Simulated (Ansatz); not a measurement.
The starting structures come from a database of crystals and need not be the phases stable at ambient conditions.

 Where the default PAW files enter, the runs use the earlier of Ansatz's two default sets.

Tunnelling through a barrier is set by its complex band structure: the current falls as exp(−2κd) with the smallest κ.

```
CELL_PARAMETERS angstrom
      3.61536     0.00000     0.00000
      1.80768     9.54129     0.00000
      1.80768     0.34248     3.11221
ATOMIC_POSITIONS crystal
  Li 0.50000 0.50000 0.50000
  Li 0.93293 0.20121 0.93293
  Li 0.06707 0.79879 0.06707
  Li 0.67438 0.97686 0.67438
  Li 0.32562 0.02314 0.32562
  N  0.00000 0.00000 0.00000
  Cl 0.21822 0.34533 0.21822
  Cl 0.78178 0.65467 0.78178
```

Space group of this cell: R-3m. The cell is taken as given.

Transport runs along the normal of the first two printed cell vectors, the (101) plane of the conventional cell.

The gap is the functional's own. No spin-orbit coupling. Mid-gap values are interpolated on the energy grid.

Question: Compute, with r2SCAN run with Ansatz (a program for electronic structure), the band gap and the smallest decay constant κ at mid-gap.

Answer: Gap 2.53 eV on a 10×10×10 mesh; κ = 0.301 1/Å, at the zone centre.
